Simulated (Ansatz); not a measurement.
**ZrO2: pressure series**

The parent structure is ZrO2 (space group P4_2/nmc, No. 137).

```
CELL_PARAMETERS angstrom
      3.62082     0.00000     0.00000
      0.00000     3.62082     0.00000
      0.00000     0.00000     5.28425
ATOMIC_POSITIONS crystal
  Zr 0.00000 0.00000 0.00000
  Zr 0.50000 0.50000 0.50000
  O  0.00000 0.50000 0.19251
  O  0.00000 0.50000 0.69251
  O  0.50000 0.00000 0.30749
  O  0.50000 0.00000 0.80749
```

Cell and atoms are relaxed at each pressure.

Level of theory: DFT with PBE, PAW potentials and a 420 eV plane-wave cutoff in Ansatz (a quantum-chemistry and plane-wave program), no spin-orbit coupling, earlier PAW set.

| pressure (GPa) | volume per atom (Å³/atom) |
|---|---|
| -1 | 11.622 |
| 0 | 11.546 |
| 0.9 | 11.482 |
| 2.1 | 11.399 |
| 4.5 | ? |
| 9 | 10.989 |
| 15 | 10.698 |
| 22.5 | 10.390 |
| 30 | 10.126 |

**Question.** Fit the third-order Birch–Murnaghan form P(V) = (3B₀/2)[(V₀/V)^(7/3) − (V₀/V)^(5/3)]·[1 + (3/4)(B₀′ − 4)((V₀/V)^(2/3) − 1)] (squares taken in P) to the rows shown and predict the withheld row.

**Answer.** Least squares on the printed values gives V₀ = 11.546 Å³/atom, B₀ = 159 GPa, B₀′ = 5.5; this predicts 11.246 Å³/atom, and the run gives 11.245 Å³/atom, in agreement.

Load acts through the strain it causes; cell and atoms are relaxed under it. No phonon test of stability was made. No other phases were tried under pressure. This is not the structure that ZrO2 has at room temperature and ambient pressure.
